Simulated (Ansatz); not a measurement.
Input:

End structure of the (20-21) surface of hcp Zr in its 1x1 cell, outermost plane spacing 0.23 Å in the ideal cut:

```yaml
crystal:
  lattice:
    - [3.23249, 0.00000, 0.00000]
    - [-1.61625, 10.71234, 0.00000]
    - [0.00000, 0.00000, 26.00000]
  atoms:
    - { symbol: Zr, position: [0.53713, 0.07428, 0.32036] }
    - { symbol: Zr, position: [0.91665, 0.83342, 0.32652] }
    - { symbol: Zr, position: [0.77633, 0.55263, 0.36772] }
    - { symbol: Zr, position: [0.14725, 0.29450, 0.37779] }
    - { symbol: Zr, position: [0.01168, 0.02337, 0.41956] }
    - { symbol: Zr, position: [0.38407, 0.76821, 0.42403] }
    - { symbol: Zr, position: [0.24643, 0.49282, 0.46783] }
    - { symbol: Zr, position: [0.61923, 0.23847, 0.47912] }
    - { symbol: Zr, position: [0.47712, 0.95422, 0.52088] }
    - { symbol: Zr, position: [0.84991, 0.69987, 0.53217] }
    - { symbol: Zr, position: [0.71227, 0.42448, 0.57597] }
    - { symbol: Zr, position: [0.08467, 0.16932, 0.58044] }
    - { symbol: Zr, position: [0.94910, 0.89819, 0.62221] }
    - { symbol: Zr, position: [0.32002, 0.64006, 0.63228] }
    - { symbol: Zr, position: [0.17969, 0.35927, 0.67348] }
    - { symbol: Zr, position: [0.55921, 0.11841, 0.67964] }
```

Model: 16-atom slab, 9.7 Å thick at the start (thin: gaps and levels are the slab's own), 12x4x1 mesh, Fermi-Dirac 0.1 eV, dipole correction, all atoms relaxed; held to the part of the start's symmetry that mesh and held atoms allow; no spin, no spin-orbit, no U.

Give the work function of the top face at the level PBE (Ansatz, a quantum-chemistry and plane-wave program).

3.76 eV

Predict the surface energy (mean of both faces) from PBE.

1.65 J/m²
